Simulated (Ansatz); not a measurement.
# TiAl3 (I4/mmm, No. 139)

The numbers are results of r²SCAN-D4 (PAW; Ansatz, an electronic-structure program), not measurements.

Settings: plane-wave cutoff 500 eV, 20×20×20 k mesh, Fermi–Dirac smearing 0.1 eV, no spin polarisation, scalar-relativistic PAW data made under PBE.

Cell (relaxed at this level):

```
Al3Ti
1.0
   -1.90742     1.90742     4.26362
    1.90742    -1.90742     4.26362
    1.90742     1.90742    -4.26362
Ti Al
1 3
Cartesian
  0.00000   0.00000   0.00000
  0.00000   0.00000   4.26362
  0.00000   1.90742   2.13181
  1.90742   0.00000   2.13181
```

| Quantity | Value |
|---|---|
| band gap | none |

The computed numbers hold no vibrational or temperature effects.

Cost on a shared machine: very roughly 3 core-minutes.
